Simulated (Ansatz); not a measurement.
The starting structures come from a database of crystals and need not be the phases stable at ambient conditions.

By PBEsol, the system below comes out a metal.

Given:

```xyz
3
Lattice="3.4614 0.0000 0.0000 0.0000 4.2896 0.0000 1.7307 2.1448 1.7307" Properties=species:S:1:pos:R:3 pbc="T T T"
Hf     0.0000     0.0000     0.0000
H      3.4614     3.2172     1.7307
H      1.7307     3.2172     0.0000
```

Space group of this cell: I4/mmm. The cell is taken as given; by PBEsol its mean pressure is -1.5 GPa.

The current flows along the normal of the first two printed cell vectors, the (100) plane of the conventional cell. No spin-orbit coupling; the value is a mean over 0.1 eV about the Fermi level.

Question: Estimate the ballistic conductance per area that Ansatz (a program for electronic structure) with PBEsol returns for this system.

Answer: 0.40 × 10¹⁵ S/m² for both spins.
